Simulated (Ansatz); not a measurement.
## A computed series for Se: response to strain

Consider Se (space group P3_121, No. 152; a = 4.506 Å, c = 4.991 Å; made of chains). Axes: x lies along a and z along c of the hexagonal cell.

Strains are applied to the cell and any free atomic positions relax; under stress the whole cell relaxes.

Levels (all Ansatz, a quantum-chemistry and plane-wave program, PAW): r2SCAN (500 eV, no spin-orbit coupling); HSE06 (420 eV, no spin-orbit coupling).

Band gaps by level, all at the geometries relaxed with r2SCAN:

```tsv
case	r2SCAN	HSE06
base	1.33 eV	1.87 eV
uniaxial strain ε_yy = −1.76 %	1.29 eV	(withheld)
uniaxial stress, 2 GPa tension along z	0.94 eV	(withheld)
uniaxial stress, 3 GPa compression along x	1.09 eV	(withheld)
```

Q: Complete the table.

A: 
- uniaxial strain ε_yy = −1.76 %, HSE06: 1.82 eV
- uniaxial stress, 2 GPa tension along z, HSE06: 1.45 eV
- uniaxial stress, 3 GPa compression along x, HSE06: 1.63 eV

Single points use the geometry relaxed with r2SCAN. The hybrid gap comes from the SCF mesh plus the semilocal run's edge points and a few special points and is an upper bound. Stability under load was not tested beyond the relaxation. No dispersion term is included, though the crystal is made of layers, chains or molecules, so its spacings can come out too wide.
